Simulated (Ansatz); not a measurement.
The starting structures come from a database of crystals and need not be the phases stable at ambient conditions.

 Where the default PAW files enter, the runs use the earlier of Ansatz's two default sets.

Tunnelling through a barrier is set by its complex band structure: the current falls as exp(−2κd) with the smallest κ.

Data:

```
CELL_PARAMETERS angstrom
      3.90795     0.00000     0.00000
      0.00000     6.45927     0.00000
      1.95397     0.00000     3.38438
ATOMIC_POSITIONS crystal
  Si 0.33333 0.93699 0.33333
  Si 0.66667 0.06301 0.66667
  Si 0.66667 0.43699 0.66667
  Si 0.33333 0.56301 0.33333
```

Space group of this cell: P6_3/mmc. The cell is strained (all lengths scaled by 1.02); by r2SCAN its mean pressure is -4.9 GPa.

Transport runs along the normal of the first two printed cell vectors, the (100) plane of the conventional cell.

The gap is the functional's own, uncorrected, and κ follows it; spin-orbit coupling is left out. Mid-gap values are interpolated between the computed energies.

### Question
Estimate the band gap and the smallest decay constant κ at mid-gap that r2SCAN run with Ansatz (a quantum-chemistry and plane-wave program) returns for this system.

### Answer
Gap 0.72 eV on a 10×6×10 mesh; κ = 0.099 1/Å, at the zone centre.
